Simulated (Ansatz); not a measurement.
Start from Hf in the hcp (Mg type) structure (space group P6_3/mmc, No. 194; a = 3.198 Å, c = 5.049 Å; relaxed with 0.1 eV smearing). Axes: x lies along a and z along c of the hexagonal cell.

Level of theory: DFT with r2SCAN, PAW potentials and a 500 eV plane-wave cutoff in Ansatz (a program for electronic structure), spin-orbit coupling left out.

Perturbation: a pure shear with ε_xz = ε_zx = 0.0143; the atoms relax in the strained cell.

### Question
Predict the stress tensor and what it implies for the stiffness.

### Answer
Stress of the strained cell less that of the base (GPa, compression positive):
```
    0.0     0.0    -1.7
    0.0     0.0     0.0
   -1.7     0.0     0.1
```

Then −Δσ/γ with γ = 2ε = 0.0286 gives secant stiffness values (nonlinear terms included at this strain): C55 ≈ 58 GPa.

Stability against distortions was not tested. The final runs are not spin-polarised.
